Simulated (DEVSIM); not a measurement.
Device: illuminated Ge n-on-p cell, one wavelength, with a back-surface field, at 350 K.

Layer 1 from the left is Ge, thickness (μm) 0.300, Nd (cm⁻³) 1.2e18, τn (s) 4.7e-5, τp (s) 1.6e-5, absorption coefficient (cm⁻¹) 11000. Layer 2 from the left is Ge, thickness (μm) 44.0, Na (cm⁻³) 1.1e17, τn (s) 0.00018, τp (s) 0.00018, absorption coefficient (cm⁻¹) 11000. Layer 3 from the left is Ge, thickness (μm) 0.530, Na (cm⁻³) 2.5e18, τn (s) 0.00018, τp (s) 0.00018, absorption coefficient (cm⁻¹) 11000.

Left contact: ohmic, minority hole recombination velocity 90000 cm/s. Right contact: ohmic, minority electron recombination velocity 9e5 cm/s. Voltage is applied to the left contact. Recombination: SRH at mid-gap, radiative, Auger. Light enters at the left, 8.5e17 photons cm⁻² s⁻¹, one pass, no reflection. Mobility is constant in doping.

The device is made up for the run: typed textbook-type constants, with dimensions and the other settings drawn at random. Values at 300 K; Nc and Nv go as T^1.5, mobilities as T to minus their exponent, the gap by Varshni's rule with the affinity fixed.

Ge: gap (eV) 0.664, affinity (eV) 4, permittivity 16, Nc (cm⁻³) 1.04e19, Nv (cm⁻³) 6e18, μn (cm²/Vs) 3900, μp (cm²/Vs) 1900, T exponent of μn 1.66, T exponent of μp 2.33, B (cm³/s) 6.4e-14, Cn (cm⁶/s) 1e-31, Cp (cm⁶/s) 1e-31, Varshni α (eV/K) 0.000477, Varshni β (K) 235.

Model (solved in DEVSIM): 1D drift-diffusion, Boltzmann statistics, complete ionisation; no tunnelling, impact ionisation, image-force lowering or self-heating.

**Question.** What does the simulation give for the dark forward voltage at 100 A/cm², the short-circuit current, the share of generated pairs collected at short circuit?

**Answer.** dark forward voltage at 100 A/cm² 0.342 V; short-circuit current 134 mA/cm²; share of generated pairs collected at short circuit 0.983.
